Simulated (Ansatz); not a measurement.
O interstitial started as a split pair with O in beta Ga2O3 (the name describes the start): one set of geometries, relaxed with PBE, evaluated in Ansatz (PAW, plane waves to 420 eV, 500 eV under r2SCAN) with PBE, r2SCAN.

Set-up: 160-site cell; Γ-point k-points; start: split with O(2); charged states image-corrected; zone-centre errors of half an eV possible; flagged in the runs: a doubtful potential alignment, a host whose relaxation on this sampling wasn't shown to rest, a strain field that reaches the edge of the cell, zone-centre sampling.

| quantity | PBE | r2SCAN |
|---|---|---|
| host gap (eV) | 2.00 | 2.65 |
| ε(+1/0) above the VBM (eV) | 0.33 | 0.44 |
| largest moment on one atom at charge +1 (μB) | 0.30 | 0.35 |
| neutral formation energy against O2 molecule in a box (eV) | 2.16 | 1.84 |
| largest moment on one atom at charge 0 (μB) | 0.00 | 0.00 |

PBE narrows the gap by 0.65 eV against r2SCAN, the highest level run, and puts the level shown 0.11 eV lower above the valence-band maximum (from the rounded values).

Ansatz is a program for electronic structure.
